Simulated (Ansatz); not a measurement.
Some atoms of an NVE trajectory of composition SiGe, cell Si32Ge32, held well above this temperature first, at a temperature that wasn't checked against the liquidus, so perhaps supercooled [in the run: it was liquid; mean temperature 1311 K (target 1350 K); density 3.96 g/cm³]; time step 2.0 fs, velocity Verlet. Calculation: PBE (plane waves, PAW; Ansatz, a program for electronic structure). On the run's last frame a denser k-mesh moved the forces by 0.101 eV/Å rms, the static pressure by 0.13 GPa and the free energy by 15 meV/atom, which is about how far such values are converged.

```tsv
atom	mass (u)	x y z (Å)	v (Å/fs)	F (eV/Å)
Si14	28.085	15.98249 3.65401 2.39629	-0.006933 0.003330 -0.001203	0.3240 -0.4288 -0.9855
Si16	28.085	0.79742 -1.54085 10.38546	-0.004970 0.010963 -0.003563	0.9887 0.8590 -0.0671
Si29	28.085	2.22746 -0.55616 4.98083	-0.005999 0.001815 0.003323	-1.2626 1.0438 -1.0985
Si32	28.085	11.39714 6.10899 2.18867	-0.009521 0.005406 0.003880	-0.1459 0.1855 0.6535
Ge45	72.630	3.82568 2.00625 -7.62176	-0.000094 0.003697 0.000550	0.0842 -1.9619 0.8334
Ge51	72.630	9.21718 4.56653 3.34939	0.002340 -0.002181 -0.000172	0.2652 0.8023 1.0810
Ge57	72.630	6.34519 7.64953 4.21389	0.007518 -0.008350 0.003585	0.3594 0.8266 -0.7074
Ge58	72.630	5.66849 1.97859 11.59042	-0.006473 -0.002083 0.000488	-0.5559 0.2185 -0.1398
```

Task: Give their positions one step later.

Result: x' = x + vΔt + FΔt²/(2m), with 1 eV/(Å·u) = 0.0096485 Å/fs².
| atom | x' y' z' (Å) |
|---|---|
| Si14 | 15.96884 3.66038 2.39321 |
| Si16 | 0.78816 -1.51833 10.37829 |
| Si29 | 2.21459 -0.55181 4.98672 |
| Si32 | 11.37800 6.11993 2.19688 |
| Ge45 | 3.82552 2.01312 -7.62044 |
| Ge51 | 9.22193 4.56238 3.34934 |
| Ge57 | 6.36032 7.63305 4.22087 |
| Ge58 | 5.65540 1.97448 11.59136 |
